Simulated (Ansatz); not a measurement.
SiC: stress against strain

SiC (wurtzite, P6_3mc, 10.145 Å³/atom at rest, c along z) under an equal strain ε in the (0001) plane with the normal axis free, as in a coherent film. LDA in Ansatz, a plane-wave DFT program (PAW, default set), 420 eV, 12×12×7 Γ-centred mesh, Fermi-Dirac smearing 0.05 eV; ions are relaxed within the symmetry of each cell. Stress is positive for a compressed cell.

Here s stands for strain and y for stress xx.

| strain (%) | stress xx (GPa) |
|---|---|
| -3.00 | ? |
| -1.20 | 7.84 |
| -0.60 | 3.83 |
| 0.00 | -0.01 |
| 0.60 | -3.66 |
| 1.20 | -7.13 |

### Question
Fit y against s with a straight line, and predict the withheld value at s = -3.00.

### Answer
Means: s 0, y 0.174. About the means, the sum of products is -22.458 and the sum of squares of s is 3.6000; the slope is their ratio. Least squares gives y = 0.174 - 6.2383·s. Residuals (row less fit): 0.180, -0.087, -0.184, -0.091, 0.182; standard error 0.196 (degrees of freedom: 3). The slope gives the biaxial elastic modulus of this plane = 624 ± 10 GPa. At the withheld row, y = 0.174 - 6.2383 × (-3.0) = 18.889 GPa. The calculation gives 21.05 GPa, 2.161 GPa above the prediction (7.7 % of the range of y in the table). The row lies outside the fitted rows, so this is an extrapolation. From the scatter of the fitted rows alone, a prediction at this place has a standard error of 0.377 GPa, so the miss is 5.7 times that.

One order more, fitted to all 11 runs of the series, follows each within 0.02, so the miss is the next term of a smooth law. SiC is here the rare 2H polytype. Rows are the converged runs of the series near zero and its far end; series whose fitted rows scatter by over a few per cent of the range, as at a crossing or softening among them, aren't shown in this form. Most that stay on the fit to the last digits aren't either.
